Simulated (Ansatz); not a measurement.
# What pressure 2.1 GPa does to Ta

Take Ta in the bcc (W type) structure (space group Im-3m, No. 229; a = 3.282 Å) as the base.

It is then changed as follows: a hydrostatic pressure of 2.1 GPa.

Calculations: PBEsol (Ansatz, an electronic-structure program, PAW, no spin-orbit coupling), earlier PAW set. Γ-centred 20×20×20 mesh, Fermi–Dirac width 0.05 eV.

```csv
quantity,base,changed,shift
lattice parameter a,3.282 Å,3.271 Å,-0.011 Å
shortest interatomic distance,2.842 Å,2.833 Å,-0.009 Å
enthalpy H = E + PV relative to the base's energy,–,+0.23 eV/atom,–
band gap,zero,zero,–
```

Final structure:

```xyz
1
Lattice="-1.6356 1.6356 1.6356 1.6356 -1.6356 1.6356 1.6356 1.6356 -1.6356" Properties=species:S:1:pos:R:3 pbc="T T T"
Ta     0.0000     0.0000     0.0000
```

Load acts through the strain it causes; cell and atoms are relaxed under it. No phonon test of stability was made. All final runs are without spin polarisation.
